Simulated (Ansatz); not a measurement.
Cs2W3SeO12 (P6₃, No. 173; cell taken from a computed entry) was calculated with PBE (plane waves, PAW; Ansatz, a quantum-chemistry and plane-wave program).

Settings: plane-wave cutoff 520 eV, 6×6×4 k mesh (along the axes of the cell as run), Fermi–Dirac smearing 0.01 eV, no spin polarisation, scalar-relativistic PAW data made under PBE.

Cell (relaxed with PBEsol):

```yaml
crystal:
  lattice:
    - [7.26534, 0.00000, 0.00000]
    - [-3.63267, 6.29197, 0.00000]
    - [0.00000, 0.00000, 12.60645]
  atoms:
    - { symbol: Cs, position: [0.66667, 0.33333, 0.22670] }
    - { symbol: Cs, position: [0.33333, 0.66667, 0.72670] }
    - { symbol: Cs, position: [0.33333, 0.66667, 0.09610] }
    - { symbol: Cs, position: [0.66667, 0.33333, 0.59610] }
    - { symbol: W, position: [0.81511, 0.66136, 0.89458] }
    - { symbol: W, position: [0.15376, 0.81511, 0.39458] }
    - { symbol: W, position: [0.33864, 0.15376, 0.89458] }
    - { symbol: W, position: [0.18489, 0.33864, 0.39458] }
    - { symbol: W, position: [0.84624, 0.18489, 0.89458] }
    - { symbol: W, position: [0.66136, 0.84624, 0.39458] }
    - { symbol: Se, position: [0.00000, 0.00000, 0.67035] }
    - { symbol: Se, position: [0.00000, 0.00000, 0.17035] }
    - { symbol: O, position: [0.87734, 0.12625, 0.72826] }
    - { symbol: O, position: [0.75109, 0.87734, 0.22826] }
    - { symbol: O, position: [0.87375, 0.75109, 0.72826] }
    - { symbol: O, position: [0.12266, 0.87375, 0.22826] }
    - { symbol: O, position: [0.24891, 0.12266, 0.72826] }
    - { symbol: O, position: [0.12625, 0.24891, 0.22826] }
    - { symbol: O, position: [0.90995, 0.45873, 0.85291] }
    - { symbol: O, position: [0.45122, 0.90995, 0.35291] }
    - { symbol: O, position: [0.54127, 0.45122, 0.85291] }
    - { symbol: O, position: [0.09005, 0.54127, 0.35291] }
    - { symbol: O, position: [0.54878, 0.09005, 0.85291] }
    - { symbol: O, position: [0.45873, 0.54878, 0.35291] }
    - { symbol: O, position: [0.87226, 0.75194, 0.40314] }
    - { symbol: O, position: [0.12032, 0.87226, 0.90314] }
    - { symbol: O, position: [0.24806, 0.12032, 0.40314] }
    - { symbol: O, position: [0.12774, 0.24806, 0.90314] }
    - { symbol: O, position: [0.87968, 0.12774, 0.40314] }
    - { symbol: O, position: [0.75194, 0.87968, 0.90314] }
    - { symbol: O, position: [0.19328, 0.79659, 0.52899] }
    - { symbol: O, position: [0.39669, 0.19328, 0.02899] }
    - { symbol: O, position: [0.20341, 0.39669, 0.52899] }
    - { symbol: O, position: [0.80672, 0.20341, 0.02899] }
    - { symbol: O, position: [0.60331, 0.80672, 0.52899] }
    - { symbol: O, position: [0.79659, 0.60331, 0.02899] }
```

Q: Estimate the band gap and direct gap at Γ that the calculation returns.

A: 
band gap: 2.78 eV
direct gap at Γ: 2.90 eV

Note: cell and atoms aren't relaxed at this level (largest force component 0.35 eV/Å, pressure 4.3 GPa).

Spin–orbit coupling is not included.

Computed values are for the static lattice.

It cost very roughly 13 core-minutes of CPU time.
